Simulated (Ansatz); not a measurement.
The starting structures come from a database of crystals and need not be the phases stable at ambient conditions.

The decay constant κ of evanescent states in the gap governs leakage through a thin film.

Given:

```xyz
12
Lattice="6.9365 0.0000 0.0000 0.0000 9.9200 0.0000 0.0000 -4.0068 4.8675" Properties=species:S:1:pos:R:3 pbc="T T T"
Ca     5.2024     5.0070     4.1216
Ca     1.7341     0.9062     0.7460
Ca     1.7341     5.8662     0.7460
Ca     5.2024     0.0470     4.1216
Cl     4.0120    -0.3071     1.6825
Cl     2.9245     6.2204     3.1851
Cl     0.5437     1.2604     3.1851
Cl     6.3927     4.6529     1.6825
Cl     2.9245     3.3679     0.6247
Cl     4.0120     2.5453     4.2428
Cl     6.3927    -2.4147     4.2428
Cl     0.5437     8.3279     0.6247
```

Space group of this cell: Pbcn. The cell is taken as given.

Transport runs along the normal of the first two printed cell vectors.

The gap is the functional's own, uncorrected, and κ follows it; spin-orbit coupling is left out. Mid-gap values are interpolated between the computed energies.

Task: Estimate the band gap and the smallest decay constant κ at mid-gap that r2SCAN (Ansatz, an electronic-structure program) returns for this system.

Result: Gap 6.21 eV on a 6×6×6 mesh; κ = 0.400 1/Å, at the zone centre.
